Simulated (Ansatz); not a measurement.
Terminations of the (111) surface of fcc Pt, measured from the surface 'clean 1x1'. Atoms come from or go to: Al: fcc Al, Au: fcc Au, Ga: alpha gallium, Ir: fcc Ir, Mg: hcp Mg, Pb: fcc Pb, Pt: fcc Pt, Re: hcp Re, Rh: fcc Rh, Sc: hcp Sc, V: bcc V. ΔE is the energy of forming the row's surface from that one (negative: more stable at these reservoirs); the vacuum level's shift is aligned on the shared bottom. No zero-point or thermal terms. These are constructed structures in small cells; real faces may alloy, dewet or reconstruct in larger ones, and not all known structures of the face are among them. Slabs of about 11 Å with all that they carry, Fermi-Dirac smearing of 0.1 eV. Bottom of the slabs: a bare face, its two planes held. Relaxed from the named starts with such symmetry as they have, on meshes of like density; energies extrapolated to zero smearing; no spin-orbit coupling, no U. Spin-polarised runs, if any, are marked in brackets, and their order is one that fits the cell; the others ran without spin. A dash marks a value that is undefined for that row (no clear gap, or no work function of a gapped slab) or was not read reliably on its mesh.

All values below come from PBE (plane waves to 420 eV, PAW; Ansatz, a program for electronic structure).

| surface | atoms added per 1x1 | ΔE per 1x1 (eV) | shift of the vacuum level (eV) | work function (eV) |
|---|---|---|---|---|
| a layer of V in place of the second plane [spin start, no net moment] | -1 Pt, +1 V | -1.33 | -1.10 | 4.62 |
| a pseudomorphic layer of Au in the host's stacking | +1 Au | -0.25 | -0.34 | 5.35 |
| (√3x√3)R30° surface alloy, Ga on one Pt site of the top plane | +0.333 Ga, -0.333 Pt | -0.52 | -0.42 | 5.27 |
| (√3x√3)R30° surface alloy, Pb on one Pt site of the top plane (3 Pb–Pt bonds broke) | +0.333 Pb, -0.333 Pt | -0.41 | -1.66 | 4.02 |
| a layer of Mg in place of the second plane | +1 Mg, -1 Pt | -1.65 | -0.81 | 4.88 |
| a pseudomorphic layer of Sc in the other hollow | +1 Sc | -0.41 | -1.62 | 4.05 |
| a layer of Rh in place of the third plane | -1 Pt, +1 Rh | … | -0.07 | 5.63 |
| a layer of Ir in place of the second plane | +1 Ir, -1 Pt | 0.18 | -0.17 | 5.53 |
| p(2x2), one Pt adatom | +0.25 Pt | 0.31 | -1.19 | 4.50 |
| (√3x√3)R30° layer of Pb, one a cell, on the site that continues the host's stacking | +0.333 Pb | … | -1.95 | 3.73 |
| a layer of Re in place of the second plane | -1 Pt, +1 Re | -0.25 | -0.76 | 4.96 |
| a pseudomorphic layer of Al in the other hollow | +1 Al | -1.00 | -1.13 | 4.55 |

Q: Complete the blanks.

A: 
- a layer of Rh in place of the third plane, ΔE per 1x1 (eV): -0.05
- (√3x√3)R30° layer of Pb, one a cell, on the site that continues the host's stacking, ΔE per 1x1 (eV): -0.51
